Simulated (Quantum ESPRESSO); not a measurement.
A self-consistent single point of Hf2P2O9 (C2/m, 26 atoms in the cell) with Quantum ESPRESSO.

Method: PBEsol, GBRV 1.5 ultrasoft (PBESOL) pseudopotentials (plane waves; Quantum ESPRESSO).

```
Hf2P2O9
1.0
    6.80835    -3.28309     0.00000
    6.80835     3.28309     0.00000
   -6.65566     0.00000     7.47648
Hf P O
4 4 18
Direct
  0.68399   0.68399   0.63514
  0.31601   0.31601   0.36486
  0.94258   0.94258   0.09671
  0.05742   0.05742   0.90329
  0.59215   0.59215   0.83685
  0.40785   0.40785   0.16315
  0.16988   0.16988   0.54338
  0.83012   0.83012   0.45662
  0.51515   0.51515   0.63321
  0.48485   0.48485   0.36679
  0.27352   0.27352   0.52548
  0.72648   0.72648   0.47452
  0.73340   0.73340   0.90482
  0.26660   0.26660   0.09518
  0.00545   0.62487   0.35708
  0.99455   0.37513   0.64292
  0.37513   0.99455   0.64292
  0.62487   0.00545   0.35708
  0.62042   0.24130   0.10293
  0.37958   0.75870   0.89707
  0.75870   0.37958   0.89707
  0.24130   0.62042   0.10293
  0.11456   0.11456   0.15687
  0.88544   0.88544   0.84313
  0.03249   0.03249   0.35648
  0.96751   0.96751   0.64352
```

Reference input (self-consistent single point, DFT, PBEsol, plane waves, GBRV 1.5 ultrasoft (PBESOL) pseudopotentials): ecutwfc = 40 Ry; ecutrho = 320 Ry; occupations = fixed; potentials = {Hf: hf_pbesol_v1.uspp.F.UPF, P: p_pbesol_v1.5.uspp.F.UPF, O: o_pbesol_v1.2.uspp.F.UPF}; K_POINTS = automatic 3 3 2 0 0 0; nbnd = 90; conv_thr = 1e-09 Ry. This run's input differs from it in these lines:

```diff
@@ -11,4 +11,4 @@
     ntyp = 3,
-    ecutwfc = 40,
-    ecutrho = 320,
+    ecutwfc = 36,
+    ecutrho = 288,
     occupations = 'fixed',
```

Output (repeated stretches shortened):

```
     Self-consistent Calculation

     iteration #  1     ecut=    36.00 Ry     beta= 0.70

     negative rho (up, down):  4.448E-01 0.000E+00

     total energy              =   -1276.92301151 Ry
     estimated scf accuracy    <       5.40207295 Ry

     iteration #  2     ecut=    36.00 Ry     beta= 0.70

     negative rho (up, down):  4.485E-01 0.000E+00

     total energy              =   -1277.40562884 Ry
     estimated scf accuracy    <       6.92669372 Ry

     iteration #  3     ecut=    36.00 Ry     beta= 0.70

     negative rho (up, down):  4.526E-01 0.000E+00

     total energy              =   -1279.03738210 Ry
     estimated scf accuracy    <       0.77564948 Ry

   [... 8 blocks of this kind left out ...]

     iteration # 12     ecut=    36.00 Ry     beta= 0.70

     negative rho (up, down):  4.594E-01 0.000E+00

     total energy              =   -1279.15991481 Ry
     estimated scf accuracy    <       0.00000003 Ry

     iteration # 13     ecut=    36.00 Ry     beta= 0.70

     negative rho (up, down):  4.594E-01 0.000E+00
     End of self-consistent calculation

     highest occupied, lowest unoccupied level (ev):     5.2316   10.2482

!    total energy              =   -1279.15991481 Ry
     estimated scf accuracy    <          9.8E-10 Ry

     convergence has been achieved in  13 iterations

     negative rho (up, down):  4.594E-01 0.000E+00

     Forces acting on atoms (cartesian axes, Ry/au):

     atom    1 type  1   force =    -0.00436297    0.00000000    0.00010151
     atom    2 type  1   force =     0.00436297   -0.00000000   -0.00010151
     atom    3 type  1   force =    -0.00114590    0.00000000   -0.00078184
     atom    4 type  1   force =     0.00114590    0.00000000    0.00078184
     atom    5 type  2   force =     0.00374895    0.00000000   -0.00477273
   [... 17 lines left out ...]
   [... lines left out ...]
     Total force =     0.094188     Total SCF correction =     0.000082
   [... lines left out ...]

     negative rho (up, down):  4.594E-01 0.000E+00
          total   stress  (Ry/bohr**3)                   (kbar)     P=       19.69
   0.00012530   0.00000000  -0.00000055           18.43        0.00       -0.08
   0.00000000   0.00015336  -0.00000000            0.00       22.56       -0.00
  -0.00000055   0.00000000   0.00012283           -0.08        0.00       18.07

   JOB DONE.
```

The run converged in 13 iterations. Against the reference run the free energy goes up by 8.3 meV/atom, the pressure goes from 2.90 to 1.97 GPa, the largest force moves little (0.651 to 0.647 eV/Å) and the gap on the mesh moves little (5.016 to 5.017 eV). The full log also holds: “c_bands:  1 eigenvalues not converged”.

The starting cell comes from a database of computed structures (which also holds hypothetical and non-ambient phases and stackings), without a prior relaxation at this level. Spin-orbit coupling is off.

Cost on one core of a shared machine: roughly 5 min.
